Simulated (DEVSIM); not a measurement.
Structure: CdTe n-p junction from an implanted or diffused profile, at 350 K.

```
layer (left to right)  material  thickness (μm)  Na (cm⁻³)  τn (s)  τp (s)
---------------------  --------  --------------  ---------  ------  ------
1                          CdTe            7.10     2.1e14  1.5e-8  1.5e-8
```

Added donor profile: 4.9e16 cm⁻³ × exp(−(x − 0.055 μm)²/(2·(0.022 μm)²)). Left contact: ohmic. Right contact: ohmic. Voltage is applied to the left contact. Recombination: SRH at mid-gap, radiative. Mobility is constant in doping.

The device is made up for the run: typed textbook-type constants, with dimensions and the other settings drawn at random. Values at 300 K; Nc and Nv go as T^1.5, mobilities as T to minus their exponent, the gap by Varshni's rule with the affinity fixed.

| parameter | CdTe |
|---|---|
| gap (eV) | 1.5 |
| affinity (eV) | 4.28 |
| permittivity | 10.2 |
| Nc (cm⁻³) | 8e17 |
| Nv (cm⁻³) | 1.8e19 |
| μn (cm²/Vs) | 1000 |
| μp (cm²/Vs) | 80 |
| T exponent of μn | 1.7 |
| T exponent of μp | 1.5 |
| B (cm³/s) | 1e-10 |
| Varshni α (eV/K) | 0.00031 |
| Varshni β (K) | 108 |

DEVSIM, 1D drift-diffusion, Boltzmann statistics, complete ionisation; no tunnelling, impact ionisation, image-force lowering or self-heating.

The temperature was swept, all else fixed.

```tsv
temperature (K)	potential step across the device at zero bias (V)	dark forward voltage at 1 A/cm² (V)
250	1.152	1.117
300	1.051	1.016
350	0.947	0.914
400	0.842	0.811
450	0.735	0.708
500	0.626	0.605
```

From the first row to the last the potential step across the device at zero bias goes from 1.152 to 0.626. From the first row to the last the dark forward voltage at 1 A/cm² goes from 1.117 to 0.605.
